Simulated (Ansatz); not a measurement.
## Several settings converged on a (110) slab of WC (cut from a parent of space group no. 187; 12 atoms in the cell)

```
CELL_PARAMETERS angstrom
      2.85420     0.00000     0.00000
      0.00000     5.06547     0.00000
      0.00000     0.00000    21.31130
ATOMIC_POSITIONS crystal
  W  0.00000 0.00000 0.32846
  C  0.50000 0.33333 0.32846
  W  0.00000 0.50000 0.39708
  C  0.50000 0.83333 0.39708
  W  0.00000 0.00000 0.46569
  C  0.50000 0.33333 0.46569
  W  0.00000 0.50000 0.53431
  C  0.50000 0.83333 0.53431
  W  0.00000 0.00000 0.60293
  C  0.50000 0.33333 0.60293
  W  0.00000 0.50000 0.67154
  C  0.50000 0.83333 0.67154
```

Base method: LDA (PW92), PAW files made with PBE (plane waves; Ansatz, a program for electronic structure).

Base settings: basis.ecutwfc = 30.9 Ry; kpoints.mp_grid.grid = 7 3 1; hamiltonian.xc = lda; hamiltonian.pseudopotentials = {kind: paw} (the program's default PAW files); scf.occupations.method = gaussian; scf.occupations.width = 0.0073 Ry.

The count of work is k-points × plane waves × bands × iterations; it is no time. Core times come from one kind of shared machine, to one figure; runs under 30 s give none.

**The vacuum**

The mesh stays at the base's, so the ladder's end is converged at best in this setting alone.

Only quantities that move along the ladder and can be compared are tabulated.

```tsv
vacuum between outermost atoms (Å)	free energy less the last step's (meV/atom)	largest difference of a force vector from the last step's (eV/Å)	count of work / last
3.0	-127.14	2.009	0.20
4.0	-33.98	0.526	0.30
5.0	-9.61	0.159	0.33
6.0	-2.33	0.048	0.39
7.0	-0.52	0.011	0.42
8.0	-0.13	0.003	0.45
10.0	-0.02	0.000	0.46
12.0	0.00	0.000	0.52
14.0	0.00	0.000	0.57
17.0	-0.01	0.000	0.71
20.0	0.00	0.000	0.73
25.0	0.00	0.001	0.87
30.0	0.00	0.000	1.0
```

Smallest vacuum between outermost atoms (Å) that holds the free energy within 1 meV/atom of the last step, with all finer ones: 7.0, at 0.42 of the last step's count of work; the step before is off by 2.3 meV/atom.

Smallest vacuum between outermost atoms (Å) that holds the forces within 0.01 eV/Å of the last step, with all finer ones: 8.0, at 0.45 of the last step's count of work; the step before is off by 0.011 eV/Å.

**The k-point mesh**

Only quantities that move along the ladder and can be compared are tabulated.

| kpoints.mp_grid.grid | free energy less the last step's (meV/atom) | largest difference of a force vector from the last step's (eV/Å) | count of work / last | core time / last (rough) |
|---|---|---|---|---|
| 2 2 1 | 126.35 | 1.068 | 0.052 | – |
| 3 2 1 | 52.42 | 0.611 | 0.052 | – |
| 4 2 1 | 11.75 | 0.339 | 0.071 | – |
| 5 3 1 | 4.89 | 0.191 | 0.071 | – |
| 7 3 1 | 2.01 | 0.125 | 0.087 | – |
| 6 4 1 | -0.33 | 0.065 | 0.15 | – |
| 7 4 1 | -0.25 | 0.041 | 0.15 | – |
| 8 5 1 | -0.45 | 0.019 | 0.18 | – |
| 10 6 1 | -0.13 | 0.013 | 0.29 | 0.3 |
| 11 7 1 | -0.31 | 0.030 | 0.26 | 0.3 |
| 13 8 1 | 0.01 | 0.010 | 0.42 | 0.5 |
| 16 9 1 | 0.01 | 0.006 | 0.54 | 0.5 |
| 18 11 1 | -0.01 | 0.005 | 0.71 | 0.8 |
| 22 12 1 | 0.00 | 0.000 | 1.0 | 1 |

Coarsest kpoints.mp_grid.grid that holds the free energy within 0.5 meV/atom of the last step, with all finer ones: 6 4 1, at 0.15 of the last step's count of work; the step before is off by 2.0 meV/atom.

**The plane-wave cutoff**

The mesh stays at the base's, so the ladder's end is converged at best in this setting alone.

Only quantities that move along the ladder and can be compared are tabulated.

| basis.ecutwfc | free energy less the last step's (meV/atom) | largest difference of a force vector from the last step's (eV/Å) | count of work / last |
|---|---|---|---|
| 15.4 Ry | 1371.99 | 0.334 | 0.11 |
| 18.4 Ry | 364.35 | 0.067 | 0.16 |
| 21.7 Ry | 83.93 | 0.031 | 0.20 |
| 26.1 Ry | 12.79 | 0.005 | 0.28 |
| 30.9 Ry | 1.67 | 0.001 | 0.33 |
| 37.1 Ry | 0.34 | 0.000 | 0.43 |
| 46.3 Ry | 0.10 | 0.000 | 0.60 |
| 61.7 Ry | 0.00 | 0.000 | 1.0 |

Coarsest basis.ecutwfc that holds the free energy within 0.5 meV/atom of the last step, with all finer ones: 37.1 Ry, at 0.43 of the last step's count of work; the step before is off by 1.7 meV/atom.

Coarsest basis.ecutwfc that holds the forces within 0.02 eV/Å of the last step, with all finer ones: 26.1 Ry, at 0.28 of the last step's count of work; the step before is off by 0.031 eV/Å.

On the base run: the starting cell has typed, rounded lattice constants, without a prior relaxation at this level. The slab is cut from that crystal, and its faces are unrelaxed. Its lattice was rescaled by up to half a per cent. Spin polarisation is off. In the base run, forces exceed 1 eV/Å.

Keys are those of Ansatz 0.2.
